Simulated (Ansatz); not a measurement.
**GaAs (model structure, started from the cinnabar type, P6₂22, No. 180, 6 atoms in the cell)**

Method: PBEsol in Ansatz (plane waves, PAW).

Run with plane-wave cutoff 500 eV, 12×12×6 k mesh (along the axes of the cell as run), Fermi–Dirac smearing 0.05 eV, scalar-relativistic PAW data made under PBE.

Cell (relaxed at this level):

```cif
data_As3Ga3
_chemical_formula_sum 'Ga3 As3'
_space_group_name_H-M_alt 'P 1'
_space_group_IT_number 1
_cell_length_a 4.01689
_cell_length_b 4.01689
_cell_length_c 8.78883
_cell_angle_alpha 90.000
_cell_angle_beta 90.000
_cell_angle_gamma 120.000
loop_
_space_group_symop_operation_xyz
  'x, y, z'
loop_
_atom_site_label
_atom_site_type_symbol
_atom_site_fract_x
_atom_site_fract_y
_atom_site_fract_z
_atom_site_occupancy
Ga1 Ga 0.49999 0.00000 0.66667 1
Ga2 Ga 0.00000 0.49999 0.33333 1
Ga3 Ga 0.50001 0.50001 0.00000 1
As1 As 0.49999 0.00000 0.16667 1
As2 As 0.00000 0.49999 0.83333 1
As3 As 0.50001 0.50001 0.50000 1
```

| Quantity | Value |
|---|---|
| band gap | none |

Note: the relaxation could raise the start's symmetry but not lower it, so the cell can be a saddle point.

Spin–orbit coupling is not included.

Computed values are for the static lattice.

It cost very roughly 12 core-minutes of CPU time.

A model structure was made by putting elements into a prototype or built by hand; it is no filed structure, need not be a known phase, and can be a saddle point held by its symmetry.

Ansatz is a quantum-chemistry and plane-wave program.
